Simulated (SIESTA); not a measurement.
Input and output of a self-consistent single point for SnO2 (P4_2/mnm, 6 atoms in the cell) (SIESTA).

Level of theory: LDA PW92, numerical atomic orbitals TZP, PseudoDojo LDA standard norm-conserving potentials (rewritten from UPF to PSML) (SIESTA).

```xyz
6
Lattice="4.7934 0.0000 0.0000 0.0000 4.7934 0.0000 0.0000 0.0000 3.2267" Properties=species:S:1:pos:R:3 pbc="T T T"
Sn     2.3967     2.3967     1.6134
Sn     0.0000     0.0000     0.0000
O      0.9301     3.8633     1.6134
O      3.8633     0.9301     1.6134
O      3.3268     3.3268     0.0000
O      1.4666     1.4666     0.0000
```

Reference input (self-consistent single point, DFT, GGA PBE, numerical atomic orbitals TZP, PseudoDojo PBE standard norm-conserving potentials (rewritten from UPF to PSML)): XC.functional = GGA; XC.authors = PBE; potentials = PseudoDojo PBE standard; PAO.BasisSize = TZP; PAO.EnergyShift = 0.01 Ry; MeshCutoff = 300 Ry; kgrid.MonkhorstPack = 4 4 5; OccupationFunction = FD; ElectronicTemperature = 0.02 eV; MaxSCFIterations = 150; SCF.Mixer.Method = Pulay; SCF.Mixer.Weight = 0.25. This run's input differs from it in these lines:

```diff
@@ -1,2 +1,2 @@
-# files in the folder: Sn.psml O.psml (PseudoDojo PBE standard)
+# files in the folder: Sn.psml O.psml (PseudoDojo LDA standard)
 SystemName  SnO2
@@ -26,4 +26,4 @@
 
-XC.functional                GGA
-XC.authors                   PBE
+XC.functional                LDA
+XC.authors                   PW92
 PAO.BasisSize                TZP
```

The program printed (abridged):

```
        iscf     Eharris(eV)        E_KS(eV)     FreeEng(eV)     dDmax    Ef(eV) dHmax(eV)
   scf:    1    -6051.649480    -6066.120070    -6066.120070  1.730188 -7.064978  6.485286
   scf:    2    -6074.161996    -6070.945881    -6070.945881  0.100484 -5.860558  3.392331
   scf:    3    -6071.858186    -6071.557662    -6071.557662  0.071804 -5.972645  1.372090
   scf:    4    -6071.666023    -6071.619523    -6071.619523  0.040558 -6.118521  0.077167
   scf:    5    -6071.613597    -6071.618233    -6071.618233  0.007126 -6.080955  0.129510
   scf:    6    -6071.620958    -6071.620449    -6071.620450  0.005216 -6.099447  0.013228
   scf:    7    -6071.620479    -6071.620473    -6071.620473  0.000437 -6.095740  0.001957
   scf:    8    -6071.620473    -6071.620473    -6071.620473  0.000017 -6.095872  0.001452
   scf:    9    -6071.620474    -6071.620473    -6071.620474  0.000063 -6.096049  0.000018
   scf:   10    -6071.620473    -6071.620473    -6071.620474  0.000001 -6.096046  0.000004
SCF Convergence by DM+H criterion
max |DM_out - DM_in|         :     0.0000006926
max |H_out - H_in|      (eV) :     0.0000039093
SCF cycle converged after 10 iterations

Using DM_out to compute the final energy and forces

siesta: E_KS(eV) =            -6071.6205

siesta: E_KS - E_eggbox =     -6071.6205

siesta: Atomic forces (eV/Ang):
     1    0.000000   -0.000000   -0.000000
     2    0.000000    0.000000   -0.000000
     3   -0.161331    0.161331    0.000000
     4    0.161331   -0.161331    0.000000
     5   -0.161331   -0.161331    0.000000
     6    0.161331    0.161331    0.000000
   Tot   -0.000000    0.000000    0.000000
   Max    0.161331
   Res    0.107554    sqrt( Sum f_i^2 / 3N )
   Max    0.161331    constrained

   [... lines left out ...]
siesta: FreeEng =     -6071.620474
   [... lines left out ...]
siesta:     0.035909   -0.000000    0.000000
siesta:    -0.000000    0.035909   -0.000000
siesta:     0.000000   -0.000000    0.032680

siesta: Cell volume =         74.140177 Ang**3

siesta: Pressure (static):
siesta:                Solid            Molecule  Units
siesta:          -0.00037938         -0.00039633  Ry/Bohr**3
siesta:          -0.03483271         -0.03638951  eV/Ang**3
siesta:         -55.80815099        -58.30241985  kBar
```

The run converged in 10 iterations. Against the reference run the pressure goes from 5.94 to -5.58 GPa, the largest force goes from 0.125 to 0.228 eV/Å and the gap on the mesh goes from 0.566 to 0.433 eV.

The starting cell comes from a database of computed structures (which also holds hypothetical and non-ambient phases and stackings), without a prior relaxation at this level. Its lattice was rescaled by a random factor within 2.5 % of one. Values carry the incompleteness of an atom-centred basis. With a pressure of about -6 GPa the cell is away from its equilibrium volume at this level.

Cost on one core of a shared machine: roughly 40 s.
